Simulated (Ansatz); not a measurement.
```cif
data_MgO
_chemical_formula_sum 'O1 Mg1'
_space_group_name_H-M_alt 'P 1'
_space_group_IT_number 1
_cell_length_a 2.97271
_cell_length_b 2.97271
_cell_length_c 2.97271
_cell_angle_alpha 60.000
_cell_angle_beta 60.000
_cell_angle_gamma 60.000
loop_
_space_group_symop_operation_xyz
  'x, y, z'
loop_
_atom_site_label
_atom_site_type_symbol
_atom_site_fract_x
_atom_site_fract_y
_atom_site_fract_z
_atom_site_occupancy
O1 O 0.00000 0.00000 0.00000 1
Mg1 Mg 0.50000 0.50000 0.50000 1
```

Q: What linear thermal expansion coefficient does the quasi-harmonic free energy on DFT at the r2SCAN level (Ansatz, an electronic-structure program) give at 300 K, and what isobaric heat capacity per mole of formula units and Grüneisen parameter?

A: α = 11.0 × 10⁻⁶ K⁻¹; C_P = 37.8 J/(mol K); γ = 1.58. Whether this phase is the stable one at each condition was not tested.
